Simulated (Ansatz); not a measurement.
The reference is ZrSi in the rock salt structure (space group Fm-3m, No. 225; a hypothetical phase, not in the database extracts checked).

ZrSi has the cubic space group Fm-3m (No. 225), the rock salt structure, Pearson symbol cF8. Lattice parameters: a = b = c = 5.3412 Å, α = β = γ = 90.00°. Si on 4a has 6 Zr at 2.671 Å (octahedral). Zr on 4b has 6 Si at 2.671 Å (octahedral). (Neighbours: up to the widest gap in distance over summed covalent radii, below 1.35, at either atom; cation-cation and far metal-metal contacts left out.)
(The calculation used a cell of 2 atoms; values per cell refer to that cell.)

Calculations: Kohn–Sham DFT with the PBEsol functional, run in Ansatz (a first-principles code) with PAW and 420 eV plane waves, no spin-orbit coupling.

Base values:

| Property | Value |
|---|---|
| Shortest interatomic distance | 267.1 pm |

Modification: cell and atoms relaxed at a pressure of 50 GPa.

### Question
How does this affect the shortest interatomic distance?

### Answer
The shortest interatomic distance drops by 21.84 pm (267.1 pm → 245.2 pm).

Load acts through the strain it causes; cell and atoms are relaxed under it. No phonon test of stability was made. Competing high-pressure phases were not computed. All final runs are without spin polarisation.
